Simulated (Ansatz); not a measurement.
Effect of uniaxial strain ε_zz = −3.00 % on Re

The reference is Re in the hcp (Mg type) structure (space group P6_3/mmc, No. 194; a = 2.7764 Å, c = 4.4809 Å; relaxed with 0.1 eV smearing). Axes: x lies along a and z along c of the hexagonal cell.

Modification: uniaxial strain ε_zz = −3.00 %, all other strain components held at zero, atoms relaxed at fixed cell.

The values are results of PBE/PAW in Ansatz (a program for electronic structure), spin-orbit coupling left out, not measurements. Γ-centred 24×24×13 mesh, Fermi–Dirac width 0.1 eV.

The volume per atom decreases by 0.45 Å³, from 14.96 Å³ to 14.51 Å³ and the space group remains P6_3/mmc (No. 194). The shortest interatomic distance falls by 0.0544 Å, from 2.755 Å to 2.700 Å and the energy goes up by 29 meV/atom. The pressure (mean of the normal stresses, compression positive) goes from zero to 12.3 GPa and the band gap remains zero. The stress (xx, yy, zz, yz, xz, xy; compression positive) comes out as (7.6, 7.6, 21.6, 0.0, 0.0, 0.0) GPa.

Whether these cells are dynamically stable was not tested. The final runs are not spin-polarised.
